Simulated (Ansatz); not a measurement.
The parent structure is CaF2 (space group Pmc2_1, No. 26; a = 3.4697 Å, b = 4.1055 Å, c = 5.8761 Å; a cell from a computed database, its experimental status unchecked).

It is then changed as follows: an isotropic linear strain of −2.75 %, atoms relaxed at fixed cell.

Levels (all Ansatz, an electronic-structure program, PAW): PBEsol (420 eV, no spin-orbit coupling); r2SCAN (500 eV, no spin-orbit coupling).

The geometry is relaxed with PBEsol.

| Quantity | Value |
|---|---|
| PBEsol band gap | 6.51 eV |
| PBEsol smallest direct gap | 6.92 eV |
| PBEsol pressure | 7.47 GPa |

Q: What does r2SCAN give at this geometry for the band gap, smallest direct gap and pressure?

A: The band gap goes up by 0.792 eV to 7.31 eV; the smallest direct gap increases by 0.783 eV, from 6.92 eV to 7.71 eV; the pressure goes up by 1.44 GPa (7.47 GPa → 8.91 GPa).

Single points use the geometry relaxed with PBEsol. Their cutoffs differ, which shifts pressures a little. Stability against distortions was not tested.
